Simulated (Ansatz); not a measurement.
The parent structure is AlBiO₃ in the cubic perovskite structure (space group Pm-3m, No. 221; a = 3.753 Å; a cell from a computed database, its experimental status unchecked).

Perturbation: an isotropic linear strain of −3.17 %, atoms relaxed at fixed cell.

Levels (all Ansatz, a quantum-chemistry and plane-wave program, PAW): PBEsol (420 eV, spin-orbit coupling left out); PBEsol+SOC (420 eV, noncollinear with spin-orbit coupling).

The geometry is relaxed with PBEsol.

| Property | Value |
|---|---|
| PBEsol pressure | 24.10 GPa |
| PBEsol lowest conduction level above the VBM at special points | X 1.91 eV; M 3.69 eV; R 7.12 eV; Γ 7.73 eV |
| PBEsol width of the top valence band | 1.37 eV |

Question: Predict the pressure, lowest conduction level above the VBM at special points and width of the top valence band from PBEsol+SOC.

Answer: The pressure grows by 0.452 GPa to 24.56 GPa; the lowest conduction level above the VBM at special points changes from X 1.91 eV; M 3.69 eV; R 7.12 eV; Γ 7.73 eV to X 1.49 eV; M 2.83 eV; R 5.47 eV; Γ 5.54 eV; the width of the top valence band shrinks by 0.076 eV (1.37 eV → 1.30 eV).

Single points use the geometry relaxed with PBEsol. The spin-orbit shifts are approximate. With Bi present, leaving out spin-orbit coupling can change the band edges. The levels and masses belong to the bands next to the band gap. Stability against distortions was not tested. Many cubic perovskites are stable only at high temperature; tilts and polar distortions were not tested.
